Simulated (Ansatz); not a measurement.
The reference is MgS in the rock salt structure (space group Fm-3m, No. 225).

```cif
data_MgS
_chemical_formula_sum 'Mg1 S1'
_space_group_name_H-M_alt 'P 1'
_space_group_IT_number 1
_cell_length_a 3.66430
_cell_length_b 3.66430
_cell_length_c 3.66430
_cell_angle_alpha 60.000
_cell_angle_beta 60.000
_cell_angle_gamma 60.000
loop_
_space_group_symop_operation_xyz
  'x, y, z'
loop_
_atom_site_label
_atom_site_type_symbol
_atom_site_fract_x
_atom_site_fract_y
_atom_site_fract_z
_atom_site_occupancy
Mg1 Mg 0.00000 0.00000 0.00000 1
S1 S 0.50000 0.50000 0.50000 1
```

Calculations: PBEsol (Ansatz, an electronic-structure program), no spin-orbit coupling.

One change was made to it. Results:

The lattice parameter a drops by 0.013 bohr, from 9.793 bohr to 9.780 bohr; the smallest direct gap rises by 0.03 eV (3.69 eV → 3.72 eV); the hole mass (degenerate bands, along [100]) becomes 0.25, 0.91, 0.91 mₑ (at Γ) (base: 0.25, 0.92, 0.92 mₑ (at Γ)).

**Question.** What was done to the base?
A) pressure 10 GPa
B) pressure 7.5 GPa
C) pressure 0.3 GPa
D) pressure 1.5 GPa

**Answer.** C, pressure 0.3 GPa. For comparison, the lattice parameter a in the other runs: pressure 1.5 GPa gives 9.732 bohr; pressure 7.5 GPa gives 9.530 bohr; pressure 10 GPa gives 9.460 bohr.

Load acts through the strain it causes; cell and atoms are relaxed under it. Effective masses come from finite differences of ±0.01 Å⁻¹. Stability against distortions was not tested. Competing high-pressure phases were not computed. The base started in P3_121 and relaxed to Fm-3m at this level.
